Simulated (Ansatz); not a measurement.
Take SiC in the zinc blende structure (space group F-43m, No. 216) as the base.

```
CELL_PARAMETERS angstrom
      0.00000     2.17817     2.17817
      2.17817     0.00000     2.17817
      2.17817     2.17817     0.00000
ATOMIC_POSITIONS crystal
  C  0.75000 0.75000 0.75000
  Si 0.00000 0.00000 0.00000
```

Cartesian axes are those of the cell as printed.

Computed with plane-wave PAW DFT at the r2SCAN level (Ansatz, a program for electronic structure, 500 eV), spin-orbit coupling left out.

For the base:

```
Property              Result
-------------------  -------
Band gap             1.71 eV
Smallest direct gap  5.05 eV
```

Now apply this change: a free-standing slab of 6 layers (12 atoms, 2 a layer) is cut normal to [110], with 15 Å of vacuum and the in-plane cell held at bulk.

Task: What happens to the excess energy per area of both faces?

Result: The excess energy per area of both faces (slab less bulk energy over the cell's area: twice a surface energy) is 6.36 J/m².

Task: What happens to the band gap?

Result: The band gap decreases by 1.00 eV to 0.71 eV.

Task: What happens to the smallest direct gap?

Result: The smallest direct gap drops by 4.03 eV (5.05 eV → 1.02 eV).

Task: What happens to the change of the spacing d23 from its bulk value of 1.540 Å?

Result: The change of the spacing d23 from its bulk value of 1.540 Å amounts to +2.8 %.

Task: Predict the new change of the spacing d12 from its bulk value of 1.540 Å.

Result: The change of the spacing d12 from its bulk value of 1.540 Å comes out as -10.8 %.

Slab and bulk use different k-meshes, which limits the precision of the excess energy. No phonon test of stability was made.
